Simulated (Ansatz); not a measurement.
**Lattice parameter a of ReRh3 (model structure, started from the A15 type, Pm-3n, No. 223, 8 atoms in the cell) at several levels of theory**

No measured value is used here.

```csv
level (code),value (Å)
LDA (Ansatz),4.797
PBEsol (Ansatz),4.828
r²SCAN (Ansatz),4.848
```

The crystal itself was run without spin with LDA, PBEsol, r²SCAN; a magnetic state was not tried in these runs. Density-functional levels without +SOC have no spin–orbit coupling. LDA, PBEsol, r²SCAN: the run has no spin polarisation, so it can have missed a magnetic state. Cutoffs differ between the levels. Ansatz's density-functional and Hartree–Fock values are scalar-relativistic unless marked +SOC, with PAW data made under PBE.

A model structure was made by putting elements into a prototype or built by hand; it is no filed structure, need not be a known phase, and can be a saddle point held by its symmetry.

Ansatz is a quantum-chemistry and plane-wave program.
